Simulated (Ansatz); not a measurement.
**Response to strain in BAs**

Take BAs in the zinc blende structure (space group F-43m, No. 216; a = 4.768 Å) as the base. Axes: x, y, z lie along the cube axes.

Strains are applied to the cell and any free atomic positions relax; under biaxial strain the out-of-plane vector relaxes too.

Computed with PBEsol/PAW in Ansatz (a program for electronic structure), no spin-orbit coupling.

Notes on the quantities. energy relative to the base: free energy F.

```csv
variant,energy relative to the base,gap character,smallest direct gap,band gap,ratio −ε⊥/ε∥
base,0 meV/atom,–,3.25 eV,1.08 eV,–
"biaxial strain −1.50 %, plane normal [001], relaxed out of plane",+6.1 meV/atom,"indirect, Γ → Γ–X (78 % along)",3.16 eV,0.89 eV,0.51
"biaxial strain −1.00 %, plane normal [001], relaxed out of plane",+2.7 meV/atom,"indirect, Γ → Γ–X (78 % along)",3.19 eV,0.95 eV,0.52
"biaxial strain −0.50 %, plane normal [001], relaxed out of plane",+0.7 meV/atom,"indirect, Γ → Γ–X (82 % along)",?,?,–
"biaxial strain +0.50 %, plane normal [001], relaxed out of plane",+0.7 meV/atom,"indirect, Γ → Γ–M (82 % along)",3.16 eV,0.98 eV,–
"biaxial strain +1.00 %, plane normal [001], relaxed out of plane",+2.6 meV/atom,"indirect, Γ → Γ–M (82 % along)",3.07 eV,0.87 eV,0.52
"biaxial strain +1.50 %, plane normal [001], relaxed out of plane",+5.8 meV/atom,"indirect, Γ → Γ–M (82 % along)",2.99 eV,0.77 eV,0.52
"biaxial strain +2.00 %, plane normal [001], relaxed out of plane",+10 meV/atom,"indirect, Γ → Γ–M (78 % along)",2.91 eV,0.67 eV,0.52
"biaxial strain +2.50 %, plane normal [001], relaxed out of plane",+16 meV/atom,"indirect, Γ → Γ–M (78 % along)",2.83 eV,0.57 eV,0.52
"biaxial strain +3.00 %, plane normal [001], relaxed out of plane",+22 meV/atom,"indirect, Γ → k = (0, 0, 0.417) in the run's primitive reciprocal basis",2.75 eV,0.48 eV,0.52
```

Problem. What belongs in the blanks?

Solution. 
- biaxial strain −0.50 %, plane normal [001], relaxed out of plane, smallest direct gap: 3.22 eV
- biaxial strain −0.50 %, plane normal [001], relaxed out of plane, band gap: 1.02 eV

Whether these cells are dynamically stable was not tested. k-point labels follow each cell's own Brillouin zone.
